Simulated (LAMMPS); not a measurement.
Amorphous carbon quenched from the melt at fixed density.

Level of theory: classical MD, pair style gw, file SiC.gw, run in LAMMPS.

| density (g/cm³) | coordination number | first peak of g(r) | most common C-C-C angle |
|---|---|---|---|
| 1.8 | 3.59 (counted to 2.30 Å) | 1.70 Å, height 5.2 | at the 3° bin centred on 112.5°, after smoothing over three bins (mean of all 112°) |
| 2 | 3.76 (counted to 2.26 Å) | 1.74 Å, height 4.8 | at the 3° bin centred on 109.5°, after smoothing over three bins (mean of all 110°) |
| 2.2 | 3.84 (counted to 2.30 Å) | 1.73 Å, height 4.7 | at the 3° bin centred on 109.5°, after smoothing over three bins (mean of all 110°) |

Caution: the potential SiC.gw is made for SiC, not for the elements.

Caution: at ambient pressure real C sublimes or decomposes before or as it melts, so this liquid is the model's.

Caution: with SiC.gw the 0 K volume of this crystal is 28 % off the measured one.
